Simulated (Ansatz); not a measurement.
**Parameter sweep on AgP (Cmcm, 4 atoms in the cell)**

AgP is modelled in the orthorhombic space group Cmcm (No. 63), Pearson symbol oS8. Lattice parameters: a = 3.814 Å, b = 10.080 Å, c = 3.759 Å, α = β = γ = 90.00°. P on 4c sees 2 P at 2.280 Å and 7 Ag at 2.800–2.931 Å. Ag on 4c is surrounded by 7 P at 2.800–2.931 Å and 6 Ag at 3.410–3.479 Å. (Neighbours: up to the widest gap in distance over summed covalent radii, below 1.35, at either atom; cation-cation and far metal-metal contacts left out.)
(The calculation used a cell of 4 atoms; values per cell refer to that cell.)

Base run A: PBEsol, default PAW files made with PBE run with Ansatz (a first-principles code), self-consistent single point.

Its settings: basis.ecutwfc = 30.9 Ry; kpoints.mp_grid.grid = 9 9 9; hamiltonian.xc = pbesol; hamiltonian.pseudopotentials = {kind: paw} (the program's default PAW files); scf.occupations.method = cold; scf.occupations.width = 0.01 Ry.

The starting cell was generated: these elements placed on a structure prototype, without a prior relaxation; it need not be a known phase or ordering of this composition. Ansatz's pressure includes its estimate of the finite-basis (Pulay) stress. The run gives no clean gap (levels at the Fermi energy touch, overlap or are partly filled at this smearing), which alone does not show that the compound is a metal.

ΔF is the free energy per atom less that of run A. 

```csv
run,"scf.occupations.method, scf.occupations.width",ΔF (meV/atom),pressure (GPa),largest force (eV/Å),TS (meV/atom)
A,"cold, 0.01 Ry",0.00,-1.30,0.794,0.2
B,"gaussian, 0.0037 Ry",-0.10,-1.27,0.793,0.4
C,"gaussian, 0.0073 Ry",-0.73,-1.29,0.795,1.7
D,"fermi_dirac, 0.0037 Ry",-1.32,-1.30,0.795,2.9
E,"fermi_dirac, 0.022 Ry",-56.2,-1.28,0.890,116.4
F,"methfessel_paxton, 0.0037 Ry",0.11,-1.25,0.791,0.0
G,"methfessel_paxton, 0.0147 Ry",0.14,-1.30,0.789,-0.2
H,"cold, 0.0037 Ry",0.09,-1.27,0.789,0.0
I,"cold, 0.0073 Ry",0.07,-1.29,0.795,0.2
J,"tetrahedron, default",-0.06,-1.22,0.801,0.0
```

Run B against A: The free energy is nearly the same (within 1 meV/atom), the pressure moves little (-1.30 to -1.27 GPa) and the largest force moves little (0.794 to 0.793 eV/Å).

Run E against A: The free energy falls by 56.2 meV/atom, the pressure stays near -1.28 GPa while the zz stress (positive for compression) goes from -0.81 to -1.12 GPa and the largest force goes from 0.794 to 0.890 eV/Å.

Keys are those of Ansatz 0.2.
